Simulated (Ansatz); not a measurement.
## Ti(N,O): Ti2NO

A 16-atom cell of Ti(N,O) started in the rock salt structure, site fractions N 0.500, O 0.500, short-range order 0.00 among the nearest mixed sites of the first mixed sublattice (0 is random, a negative value favours unlike neighbours), space group Fd-3m at the end, an ordered arrangement that its symmetry holds.

Method: PBE (plane waves to 420 eV, PAW; Ansatz, a quantum-chemistry and plane-wave program). Scalar-relativistic, without spin–orbit coupling; the runs are not spin-polarised. Its k-point mesh 5×5×5, Fermi–Dirac width 0.05 eV.

- volume per atom: 9.83 Å³
- N–Ti bonds (within 1.22 times the sum of covalent radii): 2.064 Å on average, from 2.064 to 2.064 (24)
- O–Ti bonds (within 1.22 times the sum of covalent radii): 2.227 Å on average, from 2.227 to 2.227 (24)

```xyz
16
Lattice="0.0000 4.2849 4.2849 4.2849 0.0000 4.2849 4.2849 4.2849 0.0000" Properties=species:S:1:pos:R:3 pbc="T T T"
Ti     0.0814     0.0814    -0.0814
Ti     2.0610     2.0610    -0.0814
Ti     2.2239    -0.0814     2.0610
Ti     4.3664     2.0610     2.2239
Ti    -0.0814     2.2239     2.0610
Ti     2.0610     4.3664     2.2239
Ti     2.2239     2.2239     4.3664
Ti     4.2035     4.2035     4.3664
O      2.1425     2.1425     2.1425
O      4.2849     4.2849     2.1425
N      4.2849     2.1425     4.2849
O      6.4274     4.2849     4.2849
N      2.1425     4.2849     4.2849
O      4.2849     6.4274     4.2849
N      4.2849     4.2849     6.4274
N      6.4274     6.4274     6.4274
```
